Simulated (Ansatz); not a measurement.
# Effect of uniaxial strain ε_zz = +3.00 % on KMgF3

The parent structure is KMgF3 in the cubic perovskite structure (space group Pm-3m, No. 221; a = 3.991 Å). Axes: x, y, z lie along the cube axes.

Modification: uniaxial strain ε_zz = +3.00 %, all other strain components held at zero; the atoms relax in the strained cell.

The values are results of PBEsol, PAW, 420 eV (Ansatz, an electronic-structure program; without spin-orbit coupling), not measurements. Γ-centred 8×8×8 mesh, Fermi–Dirac width 0.05 eV.

```tsv
quantity	base	changed	shift
volume per atom	12.72 Å³	13.10 Å³	+0.38 Å³
space group	Pm-3m (No. 221)	P4/mmm (No. 123)	–
shortest interatomic distance	1.996 Å	1.996 Å	0.000 Å
energy relative to the base (free energy F)	0 meV/atom	+4.4 meV/atom	+4.4 meV/atom
pressure (mean of the normal stresses, compression positive)	0.01 GPa	-1.90 GPa	-1.91 GPa
band gap	7.12 eV	6.89 eV	-0.23 eV
gap character	–	indirect, A → Γ	–
electron mass	0.51 mₑ (at Γ)	0.51 mₑ (at Γ)	–
stress (xx, yy, zz, yz, xz, xy; compression positive)	–	(-1.09, -1.09, -3.53, 0.00, 0.00, 0.00) GPa	–
```

Effective masses come from finite differences of ±0.01 Å⁻¹. Whether these cells are dynamically stable was not tested. Labels are those of the standard path for the cell's own space group.
